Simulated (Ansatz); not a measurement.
A set of cells, compared by their density of states at the Fermi level.

Cell A: Al (fcc, Fm-3m), 1 atom in the cell, k-point mesh 26×26×26 on the run's own vectors.
```xyz
1
Lattice="0.0000 2.0208 2.0208 2.0208 0.0000 2.0208 2.0208 2.0208 0.0000" Properties=species:S:1:pos:R:3 pbc="T T T"
Al     0.0000     0.0000     0.0000
```

Cell B: Cu (fcc, Fm-3m), 1 atom in the cell; spin state with PBE: run without spin, k-point mesh 28×28×28 on the run's own vectors.
```cif
data_Cu
_chemical_formula_sum 'Cu1'
_space_group_name_H-M_alt 'P 1'
_space_group_IT_number 1
_cell_length_a 2.56665
_cell_length_b 2.56665
_cell_length_c 2.56665
_cell_angle_alpha 60.000
_cell_angle_beta 60.000
_cell_angle_gamma 60.000
loop_
_space_group_symop_operation_xyz
  'x, y, z'
loop_
_atom_site_label
_atom_site_type_symbol
_atom_site_fract_x
_atom_site_fract_y
_atom_site_fract_z
_atom_site_occupancy
Cu1 Cu 0.00000 0.00000 0.00000 1
```

Cell C: Au (fcc, Fm-3m), 1 atom in the cell, k-point mesh 24×24×24 on the run's own vectors.
```cif
data_Au4
_chemical_formula_sum 'Au4'
_space_group_name_H-M_alt 'Fm-3m'
_space_group_IT_number 225
_space_group_name_Hall '-F 4 2 3'
_cell_length_a 4.15794
_cell_length_b 4.15794
_cell_length_c 4.15794
_cell_angle_alpha 90.000
_cell_angle_beta 90.000
_cell_angle_gamma 90.000
loop_
_atom_site_label
_atom_site_type_symbol
_atom_site_symmetry_multiplicity
_atom_site_Wyckoff_symbol
_atom_site_fract_x
_atom_site_fract_y
_atom_site_fract_z
_atom_site_occupancy
Au1 Au 4 a 0.00000 0.00000 0.00000 1
```
(The calculation used a cell of 1 atom; values per cell refer to that cell.)

Cell D: W (bcc, Im-3m), 1 atom in the cell; spin state with PBE: run without spin, k-point mesh 26×26×26 on the run's own vectors.
```xyz
1
Lattice="-1.5919 1.5919 1.5919 1.5919 -1.5919 1.5919 1.5919 1.5919 -1.5919" Properties=species:S:1:pos:R:3 pbc="T T T"
W      0.0000     0.0000     0.0000
```

Cell E: Ta (bcc, Im-3m), 1 atom in the cell, k-point mesh 26×26×26 on the run's own vectors.
```
Ta
1.0
   -1.66022     1.66022     1.66022
    1.66022    -1.66022     1.66022
    1.66022     1.66022    -1.66022
Ta
1
Direct
  0.00000   0.00000   0.00000
```

Cell F: Ni (fcc, Fm-3m), 1 atom in the cell; spin state with PBE: net moment 0.6 μB a cell, k-point mesh 30×30×30 on the run's own vectors.
```xyz
1
Lattice="0.0000 1.7604 1.7604 1.7604 0.0000 1.7604 1.7604 1.7604 0.0000" Properties=species:S:1:pos:R:3 pbc="T T T"
Ni     0.0000     0.0000     0.0000
```

Computed with Ansatz (plane waves, PAW), its default PAW set, cutoff 420 eV, 500 eV for r2SCAN. The structures are at rest with PBE; other levels are single points on them. Neutral cells; Fermi-Dirac smearing of at most 0.10 eV in the solids, energies taken to zero width. The lattices are those relaxed with PBE, so at other levels the solids can be strained, which adds to the spread. The runs are scalar-relativistic, without spin-orbit coupling. No search over spin orders was made beyond those shown. A dispersion term ran beside these levels; it doesn't touch the electrons. Both spins, broadened by a Gaussian of 0.2 eV on the run's mesh.

Task: Predict the density of states at the Fermi level (states/eV per atom) of each cell with r2SCAN.

Result: 
```
cell  r2SCAN
----  ------
A       0.35
B       0.28
C       0.25
D       0.41
E        1.3
F        1.3
```

With r2SCAN the value is lowest for C and highest for E and F.

Task: Does the picture change with the functional?

Result: 
```csv
system,PBE
A,0.38
B,0.30
C,0.27
D,0.47
E,1.3
F,1.6
```

With PBE the value is lowest for C and highest for F.

Ansatz is an electronic-structure program.
